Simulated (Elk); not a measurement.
Worked example: self-consistent single point of BeTe (F-43m, 2 atoms in the cell) in Elk.

Method of the run: PBE, all-electron FP-LAPW, Elk's shipped species files, APW+lo basis with extra local orbitals in Elk.

```
BeTe
1.0
    0.00000     2.80092     2.80092
    2.80092     0.00000     2.80092
    2.80092     2.80092     0.00000
Be Te
1 1
Direct
  0.00000   0.00000   0.00000
  0.25000   0.25000   0.25000
```

Reference input (self-consistent single point, DFT, PBE, all-electron FP-LAPW, Elk's shipped species files, APW+lo basis with extra local orbitals): xctype = 20; rgkmax = 8; swidth = 0.00183747 Ha; ngridk = 3 3 3; tforce = true; gmaxvr = 18 1/bohr; lmaxapw = 10; lmaxo = 8; nxlo = 2; lorbcnd = true; lradstp = 2; nrmtscf = 2. This run's input differs from it in these lines:

```diff
@@ -39,2 +39,8 @@
 
+epspot
+  3.7e-16
+
+epsengy
+  3.7e-14
+
 maxscl
```

The program printed (abridged):

```
│ Self-consistent loop started │
│ Loop number : 1 │
 total energy                :     -6816.06948644
│ Loop number : 2 │
 total energy                :     -6816.08476389
RMS change in Kohn-Sham potential (target) :    4.081551517     (  0.3700000000E-15)
Absolute change in total energy (target)   :   0.1527745197E-01 (  0.3700000000E-13)
│ Loop number : 3 │
 total energy                :     -6814.32108004
RMS change in Kohn-Sham potential (target) :    2.611636684     (  0.3700000000E-15)
Absolute change in total energy (target)   :    1.759864484     (  0.3700000000E-13)
│ Loop number : 4 │
   [... lines left out ...]
Absolute change in total energy (target)   :   0.7257494872E-07 (  0.3700000000E-13)
│ Loop number : 98 │
 total energy                :     -6811.72373951
RMS change in Kohn-Sham potential (target) :   0.6578306197E-08 (  0.3700000000E-15)
Absolute change in total energy (target)   :   0.3829791240E-07 (  0.3700000000E-13)
│ Loop number : 99 │
 total energy                :     -6811.72373955
RMS change in Kohn-Sham potential (target) :   0.6702796993E-08 (  0.3700000000E-15)
Absolute change in total energy (target)   :   0.4969115253E-07 (  0.3700000000E-13)
│ Loop number : 100 │
Reached self-consistent loops maximum

Energies :
 Fermi                       :     0.238730047067
 total energy                :     -6811.72373945

Density of states at Fermi energy :   0.9970695933E-07
 (states/Hartree/unit cell)

Estimated indirect band gap :   0.8133710582E-01
 from k-point      1 to k-point      4
Estimated direct band gap   :   0.1313303015
 at k-point      1

   [... lines left out ...]
 total in muffin-tins        :    52.93323011
 total calculated charge     :    55.99848344
 total charge                :    56.00000000
 error                       :   0.1516563419E-02

│ Self-consistent loop stopped │

Forces :
 species :    1 (Be)
  atom :    1
   Hellmann-Feynman          :     0.00000000   -0.00000000    0.00000000
   IBS                       :    -0.00000000    0.00000000   -0.00000000
   total force               :     0.00000000   -0.00000000   -0.00000000
   total magnitude           :     0.00000000
 species :    2 (Te)
  atom :    1
   Hellmann-Feynman          :    -0.00000000   -0.00000000    0.00000000
   IBS                       :     0.00000000    0.00000000   -0.00000000
   total force               :    -0.00000000    0.00000000    0.00000000
   total magnitude           :     0.00000000
```

The run ended unconverged after 100 iterations. 

The starting cell has typed, rounded lattice constants, without a prior relaxation at this level. Its lattice was rescaled by up to half a per cent. Spin-orbit coupling is off. Values depend on the basis (sphere radii, cutoffs, local orbitals), which need not be converged.

Cost on one core of a shared machine: roughly 90 s.
